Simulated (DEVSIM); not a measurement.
System: Pd/SiO2/n-Ge capacitor, at 250 K.

Layer 1 from the left is SiO2, thickness (nm) 7.50. Layer 2 from the left is Ge, thickness (nm) 420, Nd (cm⁻³) 2e18.

Metal gate on the left, work function 5.2 eV. Fixed charge at the semiconductor interface 0 cm⁻² (in units of +e); no interface traps.

Constants are typed, rounded textbook-type inputs, not results; the design itself was drawn at random and stands for no fabricated device. Values at 300 K; Nc and Nv go as T^1.5, mobilities as T to minus their exponent, the gap by Varshni's rule with the affinity fixed.

SiO2: gap (eV) 9, affinity (eV) 0.9, permittivity 3.9. Ge: gap (eV) 0.664, affinity (eV) 4, permittivity 16, Nc (cm⁻³) 1.04e19, Nv (cm⁻³) 6e18, Varshni α (eV/K) 0.000477, Varshni β (K) 235.

DEVSIM, 1D Poisson equation in equilibrium, Boltzmann statistics, complete ionisation; no quantum confinement or tunnelling. Metal contacts follow the ideal Schottky-Mott rule: no Fermi-level pinning, no interface dipoles.

### Question
What does the simulation give for the minimum of the low-frequency capacitance?

### Answer
minimum of the low-frequency capacitance 0.275 μF/cm².
